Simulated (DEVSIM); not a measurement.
Structure: TaN/Al2O3/p-Ge capacitor, at 300 K.

```csv
layer (left to right),material,thickness (nm),Na (cm⁻³)
1,Al2O3,14.0,-
2,Ge,900,4.4e17
```

Metal gate on the left, work function 4.4 eV. Fixed charge at the semiconductor interface 8.8e11 cm⁻² (in units of +e); no interface traps.

The device is made up for the run: typed textbook-type constants, with dimensions and the other settings drawn at random. Values at 300 K.

```csv
parameter,Al2O3,Ge
gap (eV),6.8,0.664
affinity (eV),1.35,4
permittivity,9,16
Nc (cm⁻³),-,1.04e19
Nv (cm⁻³),-,6e18
```

Model (solved in DEVSIM): 1D Poisson equation in equilibrium, Boltzmann statistics, complete ionisation; no quantum confinement or tunnelling. Metal contacts follow the ideal Schottky-Mott rule: no Fermi-level pinning, no interface dipoles.

Question: Tabulate band edges, carrier densities and field at 0.4 V on the gate.

Answer: Energies count from the Fermi level of the right contact; mesh points crowd at the junctions.

| x (μm) | Ec (eV) | Ev (eV) | n (cm⁻³) | p (cm⁻³) | field (V/cm) |
|---|---|---|---|---|---|
| 0.000 | 2.650 | -4.150 | < 1e2 | < 1e2 | 160000 |
| 0.001130 | 2.668 | -4.132 | < 1e2 | < 1e2 | 160000 |
| 0.003171 | 2.700 | -4.101 | < 1e2 | < 1e2 | 160000 |
| 0.006859 | 2.757 | -4.043 | < 1e2 | < 1e2 | 160000 |
| 0.01147 | 2.829 | -3.971 | < 1e2 | < 1e2 | 160000 |
| 0.01323 | 2.857 | -3.943 | < 1e2 | < 1e2 | 160000 |
| 0.01421 | 0.222 | -0.442 | 1.9e15 | 2.3e11 | 190000 |
| 0.01639 | 0.262 | -0.402 | 4.2e14 | 1.0e12 | 180000 |
| 0.02006 | 0.323 | -0.341 | 3.9e13 | 1.1e13 | 160000 |
| 0.02753 | 0.426 | -0.238 | 7.2e11 | 6.1e14 | 120000 |
| 0.04271 | 0.552 | -0.112 | 5.5e9 | 7.9e16 | 48000 |
| 0.08728 | 0.596 | -0.068 | 1.0e9 | 4.4e17 | 170 |
| 0.1643 | 0.596 | -0.068 | 9.9e8 | 4.4e17 | ≈ 0 |
| 0.3209 | 0.596 | -0.068 | 9.9e8 | 4.4e17 | ≈ 0 |
| 0.6525 | 0.596 | -0.068 | 9.9e8 | 4.4e17 | ≈ 0 |
| 0.7860 | 0.596 | -0.068 | 9.9e8 | 4.4e17 | ≈ 0 |
| 0.8517 | 0.596 | -0.068 | 9.9e8 | 4.4e17 | ≈ 0 |
| 0.8840 | 0.596 | -0.068 | 9.9e8 | 4.4e17 | ≈ 0 |
| 0.9031 | 0.596 | -0.068 | 9.9e8 | 4.4e17 | ≈ 0 |
| 0.9092 | 0.596 | -0.068 | 9.9e8 | 4.4e17 | ≈ 0 |
| 0.9122 | 0.596 | -0.068 | 9.9e8 | 4.4e17 | ≈ 0 |
| 0.9140 | 0.596 | -0.068 | 9.9e8 | 4.4e17 | ≈ 0 |
